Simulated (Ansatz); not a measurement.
**A computed series for SiO2: pressure series**

Start from SiO₂ (space group P3_221, No. 154).

```
CELL_PARAMETERS angstrom
      4.92039     0.00000     0.00000
     -2.46019     4.26118     0.00000
      0.00000     0.00000     5.41626
ATOMIC_POSITIONS crystal
  Si 0.00000 0.46893 0.33333
  Si 0.53107 0.53107 0.00000
  Si 0.46893 0.00000 0.66667
  O  0.14403 0.73088 0.54884
  O  0.26912 0.41316 0.21551
  O  0.58684 0.85597 0.88217
  O  0.73088 0.14403 0.45116
  O  0.41316 0.26912 0.78449
  O  0.85597 0.58684 0.11783
```

Cell and atoms are relaxed at each pressure.

Computed with r2SCAN (Ansatz, a first-principles code), scalar-relativistic without spin-orbit coupling, earlier PAW set.

```json
[
 {"variant": "base", "shortest interatomic distance": "3.047 bohr", "band gap": "6.60 eV", "gap character": "indirect, K → Γ", "smallest direct gap": "6.91 eV"},
 {"variant": "pressure −2 GPa", "shortest interatomic distance": "3.051 bohr", "band gap": "6.38 eV", "gap character": "indirect, M → Γ", "smallest direct gap": "6.72 eV"},
 {"variant": "pressure −1 GPa", "shortest interatomic distance": "3.049 bohr", "band gap": "6.50 eV", "gap character": "indirect, K → Γ", "smallest direct gap": "6.83 eV"},
 {"variant": "pressure 0.9 GPa", "shortest interatomic distance": "3.045 bohr", "band gap": "6.68 eV", "gap character": "indirect, K → Γ", "smallest direct gap": "6.96 eV"},
 {"variant": "pressure 2.1 GPa", "shortest interatomic distance": "3.042 bohr", "band gap": "6.78 eV", "gap character": "indirect, K → Γ", "smallest direct gap": "7.03 eV"},
 {"variant": "pressure 4.5 GPa", "shortest interatomic distance": "3.037 bohr", "band gap": "6.95 eV", "gap character": "indirect, K → Γ", "smallest direct gap": "7.15 eV"},
 {"variant": "pressure 9 GPa", "shortest interatomic distance": "3.028 bohr", "band gap": "7.21 eV", "gap character": "indirect, K → Γ", "smallest direct gap": "7.33 eV"},
 {"variant": "pressure 30 GPa", "shortest interatomic distance": "___", "band gap": "___", "gap character": "indirect, M → Γ", "smallest direct gap": "___"}
]
```

Question: Fill in the withheld entries from the trend.

Answer: 
- pressure 30 GPa, shortest interatomic distance: 2.999 bohr
- pressure 30 GPa, band gap: 7.84 eV
- pressure 30 GPa, smallest direct gap: 8.00 eV

Load acts through the strain it causes; cell and atoms are relaxed under it. No phonon test of stability was made. Competing high-pressure phases were not computed.
